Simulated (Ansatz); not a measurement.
Consider Cu in the fcc (Cu type) structure (space group Fm-3m, No. 225; a = 3.577 Å; relaxed with 0.1 eV smearing). Axes: x, y, z lie along the cube axes.

Method: r2SCAN in Ansatz (plane waves to 500 eV, PAW, without spin-orbit coupling).

Strains are applied to the cell and any free atomic positions relax; under biaxial strain the out-of-plane vector relaxes too.

One change was made to it. Results:

| quantity | base | after |
|---|---|---|
| pressure (mean of the normal stresses, compression positive) | 0.0 GPa | -0.8 GPa |
| shortest interatomic distance | 252.9 pm | 252.4 pm |

**Question.** Which of these changes matches the shifts?
A. biaxial strain +1.00 %, plane normal [001], relaxed out of plane
B. biaxial strain +3.00 %, plane normal [001], relaxed out of plane
C. biaxial strain +2.00 %, plane normal [001], relaxed out of plane
D. biaxial strain +2.50 %, plane normal [001], relaxed out of plane

**Answer.** A, biaxial strain +1.00 %, plane normal [001], relaxed out of plane. For comparison, the pressure in the other runs: biaxial strain +2.00 %, plane normal [001], relaxed out of plane gives -1.5 GPa; biaxial strain +3.00 %, plane normal [001], relaxed out of plane gives -1.9 GPa; biaxial strain +2.50 %, plane normal [001], relaxed out of plane gives -1.7 GPa.

Whether these cells are dynamically stable was not tested. All final runs are without spin polarisation.

Ansatz is an electronic-structure program.
